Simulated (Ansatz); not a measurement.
We consider Ta₂O₅ (within 0.1 Å of Cmmm, No. 65, 7 atoms in the cell; start mp-1238961), described by r²SCAN0 in Ansatz (plane waves, PAW).

Settings: plane-wave cutoff 520 eV, 6×6×4 k mesh (along the axes of the cell as run), Fermi–Dirac smearing 0.01 eV, scalar-relativistic PAW data made under PBE.

Cell (relaxed with PBEsol):

```
Ta2O5
1.0
    3.83935     0.00000    -0.02955
    0.00000     3.85998     0.00000
   -1.86819     0.00000     6.51876
Ta O
2 5
Cartesian
  1.00079   0.00000   5.14471
  0.97037   0.00000   1.34450
  1.00174   1.92999   5.18891
  0.96942   1.92999   1.30031
 -0.91479   0.00000   5.66790
  2.88595   0.00000   0.82131
  0.98558   0.00000   3.24461
```

Task: What does this level give for the band gap and smallest direct gap on the k points sampled?

Result: 
- band gap = 4.73 eV (on the SCF k mesh)
- smallest direct gap on the k points sampled = 5.30 eV

Note: cell and atoms aren't relaxed at this level (largest force component 0.20 eV/Å, pressure -3.9 GPa).

Spin–orbit coupling is not included.

Static lattice: no zero-point or thermal effects.

It cost around 5 core-minutes (rough) of CPU time.

A start named mp-… is a Materials Project structure, which need not be a measured phase.

Ansatz is a program for electronic structure.
